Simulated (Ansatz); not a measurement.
Method: PBE (plane waves to 420 eV, PAW; Ansatz, a first-principles code).

Electrostatic potential energy of an electron, averaged over planes parallel to the surface, in eV from the Fermi level, for a constructed model of the (111) surface of fcc Pd, a pseudomorphic layer of Ti in the other hollow (bottom of the slab: a bare face, its two planes held):

| z (Å) | V (eV) |
|---|---|
| 3.95 | 5.22 |
| 4.24 | 5.22 |
| 4.52 | 5.21 |
| 4.80 | 5.21 |
| 5.08 | 5.21 |
| 5.37 | 5.19 |
| 5.65 | 5.17 |
| 5.93 | 5.11 |
| 6.21 | 5.00 |
| 6.50 | 4.74 |
| 6.78 | 4.19 |
| 7.06 | 2.97 |
| 7.34 | -0.06 |
| 7.62 | -6.67 |
| 7.91 | -13.77 |
| 8.19 | -17.81 |
| 8.47 | -15.30 |
| 8.75 | -8.62 |
| 9.04 | -1.74 |
| 9.32 | 1.20 |
| 9.60 | -0.34 |
| 9.88 | -6.48 |
| 10.17 | -13.55 |
| 10.45 | -17.84 |
| 10.73 | -15.80 |
| 11.01 | -9.34 |
| 11.30 | -2.38 |
| 11.58 | 0.92 |
| 11.86 | -0.32 |
| 12.14 | -6.25 |
| 12.43 | -13.33 |
| 12.71 | -17.78 |
| 12.99 | -16.00 |
| 13.27 | -9.64 |
| 13.56 | -2.61 |
| 13.84 | 0.94 |
| 14.12 | -0.01 |
| 14.40 | -5.69 |
| 14.69 | -12.82 |
| 14.97 | -17.63 |
| 15.25 | -16.30 |
| 15.53 | -10.10 |
| 15.81 | -2.99 |
| 16.10 | 0.95 |
| 16.38 | 0.41 |
| 16.66 | -4.82 |
| 16.94 | -12.01 |
| 17.23 | -17.32 |
| 17.51 | -16.80 |
| 17.79 | -10.94 |
| 18.07 | -3.81 |
| 18.36 | 0.69 |
| 18.64 | 0.80 |
| 18.92 | -3.23 |
| 19.20 | -10.35 |
| 19.49 | -16.56 |
| 19.77 | -18.07 |
| 20.05 | -13.55 |
| 20.33 | -6.77 |
| 20.62 | -1.79 |
| 20.90 | -2.22 |
| 21.18 | -6.97 |
| 21.46 | -11.93 |
| 21.75 | -14.33 |
| 22.03 | -13.73 |
| 22.31 | -10.25 |
| 22.59 | -4.85 |
| 22.87 | -0.51 |
| 23.16 | 1.63 |
| 23.44 | 2.86 |
| 23.72 | 3.55 |
| 24.00 | 3.94 |
| 24.29 | 4.15 |
| 24.57 | 4.26 |
| 24.85 | 4.32 |
| 25.13 | 4.36 |
| 25.42 | 4.37 |
| 25.70 | 4.38 |
| 25.98 | 4.39 |
| 26.26 | 4.39 |

Model: 7-atom slab, 14.0 Å thick at the start, 15x15x1 mesh, Fermi-Dirac 0.1 eV, dipole correction, 2 atoms held, the rest relaxed; held to the start's symmetry, so lower structures may exist; no spin, no spin-orbit, no U. In PBE it is, or lies within 0.01 eV a 1x1 cell of, the lowest of the 2 structures of its composition computed so far; larger cells were not tried.

Problem. The surface cell has an area of 6.73 Å². What dipole along the normal does the step between the two vacuum levels imply?

Solution. the top vacuum level lies 0.82 eV below the bottom one; p = −ε₀ A ΔV (ε₀ = 0.005526 e/(V·Å)) gives 0.03 e·Å a cell.
